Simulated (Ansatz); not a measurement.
Start from PbO₂ in the CdI2 type structure (space group P-3m1, No. 164; a = 3.3716 Å, c = 4.3606 Å; a hypothetical phase, not in the database extracts checked; layered, stacked along the Cartesian z axis). Axes: x lies along a and z along c of the hexagonal cell.

Calculations: r2SCAN+rVV10, PAW, 500 eV (Ansatz, a program for electronic structure; spin-orbit coupling left out).

It is then changed as follows: a pure shear with ε_xz = ε_zx = 0.0055; the atoms relax in the strained cell.

Problem. How does this affect the energy relative to the base?

Solution. The energy stays essentially unchanged.

Problem. Predict the new stress.

Solution. The stress (xx, yy, zz, yz, xz, xy; compression positive) comes out as (0.01, 0.02, 0.01, -0.01, -0.13, 0.07) GPa.

No phonon test of stability was made.
